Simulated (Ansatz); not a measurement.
Structure of amorphous In$_{24}$O$_{38}$Hf (periodic cell):

```xyz
63
Lattice="9.6155 0.0000 0.0000 0.0000 9.6155 0.0000 0.0000 0.0000 9.6155" Properties=species:S:1:pos:R:3 pbc="T T T"
In     6.4893     8.6392     5.1418
In     3.4641     0.4143     5.4037
In     5.8729     2.5962     4.1947
In     5.3588     4.5898     7.3741
In     8.3895     4.5217     8.6553
In     2.6926     3.7665     5.0782
In     0.6014     7.3777     0.2205
In     9.2688     3.6973     2.3372
In     8.5674     5.3598     5.1799
In     0.0319     1.2327     9.2109
In     3.5957     5.8650     0.4813
In     2.2777     6.5410     6.6297
In     2.9836     9.2863     8.5039
In     1.8704     1.2042     2.5519
In     5.7602     3.0362     1.0270
In     9.4760     9.0324     6.3197
In     9.5628     2.2695     5.2271
In     4.7198     8.8384     2.0404
In     2.5262     2.9993     8.6331
In     4.7612     5.9912     4.0328
In     6.6393     7.8334     9.0258
In     6.7856     1.1271     7.6627
In     1.2764     7.1686     3.2784
In     7.0867     6.0132     2.2074
O      8.0051     3.2336     4.2022
O      8.8324     1.4283     7.0458
O      2.1412     1.2134     0.3450
O      6.7896     6.5678     4.4363
O      0.4212     7.1273     5.5429
O      3.1013     4.5958     7.2424
O      1.2132     0.5557     5.0088
O      8.1259     9.5570     4.2084
O      8.4089     6.5613     9.2601
O      4.7557     6.6532     2.0278
O      4.8386     9.0781     9.5243
O      3.0799     1.4888     7.3001
O      3.3948     8.3344     6.6080
O      9.0747     5.7013     3.1136
O      7.6785     0.4206     9.5497
O      5.7689     1.0816     5.7929
O      2.6175     8.8941     2.5644
O      3.8400     3.7706     0.4460
O      6.2326     2.9631     8.5376
O      2.4070     7.0163     8.7237
O      0.7225     9.0055     8.3217
O      0.6843     4.1397     5.9269
O      1.3129     3.0541     3.4269
O      4.9078     4.2254     5.3457
O      1.7052     6.0558     1.5222
O      0.4466     3.3637     9.1537
O      7.2960     8.5893     7.0836
O      6.8769     8.0586     1.6327
O      6.1086     1.2981     2.3165
O      7.4626     4.8850     6.8758
O      7.6762     4.2190     1.0298
O      2.7167     5.9380     4.5457
O      3.6571     2.0426     4.0692
O      5.4032     6.0933     8.8266
O      9.6112     8.4313     1.9735
O      4.7021     8.5108     4.1625
O      5.6853     4.2769     2.7827
O      9.3484     1.5918     1.8108
Hf     8.0140     0.0728     2.1960
```

All values below come from PBE, scalar-relativistic without spin-orbit coupling (plane waves to 420 eV, PAW; Ansatz, a quantum-chemistry and plane-wave program).

A CHGNet melt-quench gave the starting glass, which DFT then relaxed. O atoms were pushed apart under 1.9 Å during the dynamics, to hinder bonds among them. The hot cell started wider than the set density and was brought back towards it in steps. It is the lowest in DFT energy of 2 quenches. It is a model cell: composition and starting density were chosen by hand, and all elements were melted together. No dispersion term was used. Its density started from a set value of 6.62 and ended at 6.62 g/cm³. The quench (nominally 220 K/ps over its main leg) was far faster than any real one, so the model tends to hold more defects than a real film. A cell of this size samples the disorder only roughly. The volume was held where the preparation left it, at a PBE pressure of -0.6 GPa (tension). Stress components on the final sampling reach 1.3 GPa.

Cut-offs for bonds: In-In 3.12 Å, In-O 2.74 Å, In-Hf 3.23 Å, O-O 1.58 Å, O-Hf 2.65 Å, Hf-Hf 3.34 Å. Two cations that share two anions don't count as bonded, nor two that share one unless they lie closer than In-In 3.04 Å, In-Hf 3.15 Å, Hf-Hf 3.25 Å.

Q: Give the coordination numbers, mean bond lengths and angles.

A: 
```
Quantity                                                          Result
---------------------------------  -------------------------------------
Mean coordination of In by anions            5.54 (11 with 5, 13 with 6)
Mean coordination of O                       3.66 (13 with 3, 25 with 4)
Mean coordination of Hf by anions                        6.00 (1 with 6)
Mean In-O bond                     2.219 Å (spread 0.116 Å, 133 counted)
Mean O-Hf bond                       2.128 Å (spread 0.116 Å, 6 counted)
Bond angle at In                               mean 104.5°, spread 28.9°
Bond angle at O                                mean 110.4°, spread 16.4°
Bond angle at Hf                               mean 105.3°, spread 31.8°
```

Q: List the pairs of like atoms that count as bonded by the rules above.

A: There are none by these rules.
